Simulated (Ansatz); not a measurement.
A computed series for Ru: response to strain

Consider Ru in the hcp (Mg type) structure (space group P6_3/mmc, No. 194; relaxed with 0.1 eV smearing).

```cif
data_Ru2
_chemical_formula_sum 'Ru2'
_space_group_name_H-M_alt 'P 1'
_space_group_IT_number 1
_cell_length_a 2.72191
_cell_length_b 2.72191
_cell_length_c 4.29398
_cell_angle_alpha 90.000
_cell_angle_beta 90.000
_cell_angle_gamma 120.000
loop_
_space_group_symop_operation_xyz
  'x, y, z'
loop_
_atom_site_label
_atom_site_type_symbol
_atom_site_fract_x
_atom_site_fract_y
_atom_site_fract_z
_atom_site_occupancy
Ru1 Ru 0.66667 0.33333 0.75000 1
Ru2 Ru 0.33333 0.66667 0.25000 1
```

Strains are applied to the cell and any free atomic positions relax.

All numbers come from PBE in Ansatz (plane waves to 420 eV, PAW, no spin-orbit coupling).

Notes on the quantities. pressure: mean of the normal stresses, compression positive.

```csv
isotropic strain (%),pressure (GPa)
-3,35.5
-2.5,28.4
-1.5,15.8
-0.5,4.9
0,0.0
0.5,-4.5
1.5,-12.5
2.5,?
3,-22.2
```

Fit P = P₀ − Bδ + Cδ² with δ = (1 + ε)³ − 1 to the rows shown and predict the withheld row.

Least squares on the printed values gives P₀ = 0.0 GPa, B = 323 GPa (at held cell shape), C = 920 GPa (largest residual 0.3 GPa); this predicts -19.4 GPa, and the run gives -19.2 GPa, 0.2 higher.

Whether these cells are dynamically stable was not tested. The final runs are not spin-polarised.

Ansatz is an electronic-structure program.
